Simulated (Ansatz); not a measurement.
**How the lattice parameter a of cubic perovskite BaMoO3 moves with the method**

No measured value is used here.

| level (code) | value (Å) |
|---|---|
| LDA (Ansatz) | 3.977 |
| PBEsol (Ansatz) | 4.009 |
| PBEsol+SOC (Ansatz) | 4.009 |

The crystal itself was run without spin with LDA, PBEsol; a magnetic state was not tried in these runs. LDA, PBEsol, PBEsol+SOC: the run has no spin polarisation, so it can have missed a magnetic state. LDA, PBEsol, PBEsol+SOC: the relaxation could not lower the start's symmetry, so the cell can be a saddle point above a distorted one. Ansatz's density-functional and Hartree–Fock values are scalar-relativistic unless marked +SOC, with PAW data made under PBE.

Ansatz is a quantum-chemistry and plane-wave program.
